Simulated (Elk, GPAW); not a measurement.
An Elk input for a self-consistent single point of NbAs (I4_1md, 4 atoms in the cell) (DFT, PBE, all-electron FP-LAPW, Elk's shipped species files, default APW+lo basis):

```
tasks
  0

xctype
  20

rmtscf
  0.93

swidth
  0.00183747

maxscl
  100

scale
  11.84046733

avec
   -0.2710955703    0.2710955703    0.9235877779
    0.2710955703   -0.2710955703    0.9235877779
    0.2710955703    0.2710955703   -0.9235877779

atoms
  2
  'Nb.in'
  2
  0.7497200000  0.7497200000  0.0000000000    0.0 0.0 0.0
  0.4997200000  0.9997200000  0.5000000000    0.0 0.0 0.0
  'As.in'
  2
  0.1672800000  0.1672800000  0.0000000000    0.0 0.0 0.0
  0.9172800000  0.4172800000  0.5000000000    0.0 0.0 0.0

ngridk
  8 8 8
```

### Question
Translate this input to GPAW.

### Answer
This is the input that was run; spellings and numerical settings could be chosen otherwise.

```python
from ase import Atoms
from ase.units import GPa
from gpaw import GPAW, PW, FermiDirac

atoms = Atoms(['Nb', 'Nb', 'As', 'As'],
              cell=[[-1.698605, 1.698605, 5.786929],
                    [1.698605, -1.698605, 5.786929],
                    [1.698605, 1.698605, -5.786929]],
              positions=[[0.000000, -0.000000, 8.677153],
                         [1.698605, -0.000000, 5.783688],
                         [-0.000000, 0.000000, 1.936075],
                         [0.000000, 1.698605, 4.829539]],
              pbc=True)

calc = GPAW(mode=PW(550),
            xc='PBE',
            kpts={'size': (8, 8, 8), 'gamma': True},
            occupations=FermiDirac(0.05),
            nbands=-8,
            symmetry={'symmorphic': False, 'tolerance': 0.0005},
            maxiter=150)

atoms.calc = calc

energy = atoms.get_potential_energy()
print('Energy (eV):', round(energy, 6))
forces = atoms.get_forces()
print('Forces (eV/Ang):')
print(forces.round(5))
stress = atoms.get_stress()
print('Stress (GPa, Voigt):', (stress / GPa).round(4))
```

Basis settings and potentials, where a program has them, do not carry over. This input uses DFT PBE, plane waves, GPAW PAW datasets PBE (gpaw-data 1.0.1).

The starting cell comes from a database of computed structures (which also holds hypothetical and non-ambient phases and stackings), without a prior relaxation at this level. For this run, on top of that: lattice scaled by 0.98.
